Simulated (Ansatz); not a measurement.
Structures of equal composition on the (100) surface of rock-salt TiC: W on all Ti sites of the second plane; W on all Ti sites of the top plane. The slabs share one bottom face, and each structure is named by its start. These are constructed structures in small cells; real faces may alloy, dewet or reconstruct in larger ones, and not all known structures of the face are among them. Slabs of about 10 Å, Fermi-Dirac smearing of 0.1 eV. Bottom of the slabs: a bare face, its two planes held. Relaxed from the named starts with such symmetry as they have, on meshes of like density; energies extrapolated to zero smearing; spin only where a row says so; no spin-orbit coupling, no U. Brackets mark spin-polarised runs, whose order is one that fits the cell.

Level of theory: r2SCAN, at the PBE geometry (plane waves to 500 eV, PAW; Ansatz, an electronic-structure program).

Q: Rank these by energy per 1x1 cell (lowest first), as r2SCAN, at the PBE geometry gives it.

A: W on all Ti sites of the top plane (0.000 eV), W on all Ti sites of the second plane (0.251 eV)
